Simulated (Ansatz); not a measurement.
Cd(GaSe2)2: transverse stress against strain

Cd(GaSe2)2 (I-4, 25.251 Å³/atom and stress up to 0.01 GPa in the relaxed cell, c along z) under a strain ε along c (axis z), the other axes held. PBEsol in Ansatz, a plane-wave DFT program (PAW, default set), 420 eV, 8×8×8 Γ-centred mesh, Fermi-Dirac smearing 0.05 eV; ions are relaxed, or left where forces stay under 0.02 eV/Å, within the symmetry of each cell. Stress is positive for a compressed cell.

Here s stands for strain and y for stress xx.

| strain (%) | stress xx (GPa) |
|---|---|
| -3.00 | ? |
| -1.50 | 0.49 |
| -0.75 | 0.24 |
| 0.00 | 0.00 |
| 0.75 | -0.23 |
| 1.50 | -0.44 |

The 5 complete rows are fitted with a straight line, y against s. Means: s 0, y 0.012. About the means, the sum of products is -1.7475 and the sum of squares of s is 5.6250; the slope is their ratio. Least squares gives y = 0.012 - 0.3107·s. Residuals (row less fit): 0.012, -0.005, -0.012, -0.009, 0.014; standard error 0.014 (degrees of freedom: 3). The slope gives the elastic constant C13 = 31.1 ± 0.6 GPa (± standard error of the fit, which holds the terms cut off).

Problem. Predict the withheld y at s = -3.00 from the fit, and compare with the calculation.

Solution. y = 0.012 - 0.3107 × (-3.00) = 0.944 GPa. The calculation gives 1.04 GPa, 0.096 GPa above the prediction (6.5 % of the range of y in the table). The row lies outside the fitted rows, so this is an extrapolation. From the scatter of the fitted rows alone, a prediction at this place has a standard error of 0.023 GPa, so the miss is 4.2 times that.

A polynomial of degree 2 through the 8 other runs of the series gives 1.05 there, so most of the miss is curvature that the fit leaves out. The start is a measured cell from the literature; how it stands against other phases or cation orders wasn't checked. Rows are the converged runs of the series near zero and its far end; series whose fitted rows scatter by over a few per cent of the range, as at a crossing or softening among them, aren't shown in this form, nor equations of state whose B0' disagrees with the runs' pressures. Most that stay on the fit to the last digits aren't either.
